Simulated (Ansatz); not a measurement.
## Amorphous Si$_{24}$O$_{48}$La

It comes from a melt-quench run on a machine-learned potential (CHGNet), relaxed afterwards by DFT. O atoms were pushed apart under 1.9 Å during the dynamics, to hinder bonds among them. The hot cell started wider than the set density and was brought back towards it in steps. It is the lowest in DFT energy of 2 quenches. It is a model cell: composition and starting density were chosen by hand, and all elements were melted together. No dispersion term was used. Cycles of charging and discharging annealed it further.

Methods: PBE, scalar-relativistic without spin-orbit coupling (Ansatz, a quantum-chemistry and plane-wave program); r2SCAN, scalar-relativistic without spin-orbit coupling (Ansatz); HSE06, scalar-relativistic without spin-orbit coupling (Ansatz). Geometry, pressure, stress and energy are those of the PBE run. Its sampling: a 2×2×2 Γ-centred mesh; Fermi-Dirac width 0.02 eV; collinear spin, started from a total moment of 1 μB (at the end a net moment of 1.0 μB). Other functionals are single points at the zone centre (r2SCAN at 500 eV; exact exchange cut at the cell's faces), free to take moments where seeds were set. The usual formal charges leave 3 electrons over, so the level spacing at the Fermi energy parts defect or band states and needn't be the band gap. In the spin-polarised cell the level spacing at the Fermi energy can part levels of unlike spin. At PBE the levels at both edges of the gap are localised (band-tail or defect states), and the nearest spread-out levels lie 5.6 eV apart at the zone centre.

- Number of atoms in the cell: 73
- Density (held, not predicted): 2.37 g/cm³
- Volume per atom: 15.20 Å^3
- Pressure on a 2×2×2 Γ-centred mesh: 0.98 GPa
- Largest force and stress component on that mesh (the relaxation ran on the zone centre alone): 0.04 eV/Å and 2.2 GPa
- Energy relative to alpha cristobalite + hexagonal La2O3 + silicon (lowest mix at this level among the phases computed, not always the ambient ones): 12.0 kJ/mol-atom
- Level spacing at the Fermi energy on a 2×2×2 Γ-centred mesh (PBE): 1.48 eV
- Level spacing at the Fermi energy at the zone centre (PBE): 1.51 eV
- Level spacing at the Fermi energy at the zone centre (r2SCAN): 2.32 eV
- Level spacing at the Fermi energy at the zone centre (HSE06): 2.92 eV
- Net moment: 1.00 μB

Neighbours within Si-Si 2.60 Å, Si-O 1.90 Å, Si-La 3.20 Å, O-O 1.58 Å, O-La 3.00 Å, La-La 3.96 Å count as bonded. Two cations that share two anions don't count as bonded, nor two that share one unless they lie closer than Si-Si 2.38 Å, Si-La 3.11 Å, La-La 3.85 Å.

* **Mean coordination of Si by anions**: 3.88 (1 with 2, 1 with 3, 22 with 4); 1 close contacts or bonds to cations besides
* **Mean coordination of O**: 2.04 (46 with 2, 2 with 3)
* **Mean coordination of La by anions**: 5.00 (1 with 5); 1 close contacts or bonds to cations besides
* **Mean Si-O bond**: 1.636 Å (spread 0.020 Å, 93 counted)
* **Mean O-La bond**: 2.445 Å (spread 0.246 Å, 5 counted)

Its density started from a set value of 2.37 g/cm³. Cooling (nominally 400 K/ps over its main leg) ran many orders faster than in experiment, which tends to leave more defects and strain. Values belong to this one cell and scatter from quench to quench. The volume was held where the preparation left it, at a PBE pressure of 1.0 GPa. Stress components on the final sampling reach 2.2 GPa. Cycles of charging lowered its energy after that relaxation.
